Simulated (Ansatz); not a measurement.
# HfIr3 in the Cu3Au type structure (space group Pm-3m, No. 221)

Space group Pm-3m (No. 221); a = 3.924 Å, b = 3.924 Å, c = 3.924 Å, α = 90.00°, β = 90.00°, γ = 90.00°

```csv
atom,site,symmetry,x,y,z
Hf,1a,m-3m,0.0000,0.0000,0.0000
Ir,3c,4/mm.m,0.0000,0.5000,0.5000
```

All numbers come from plane-wave PAW DFT at the PBEsol level (Ansatz, a quantum-chemistry and plane-wave program, 420 eV), spin-orbit coupling left out. k-mesh 12×12×12 (Γ-centred); smearing 0.05 eV (Fermi–Dirac).

The volume per atom comes out as 15.10 Å³ and the density is 20.76 g/cm³. The band gap is zero and the total energy comes out as -12749.558 eV/atom (σ→0; compares only within this code and set-up).

No phonon test of stability was made. All final runs are without spin polarisation.
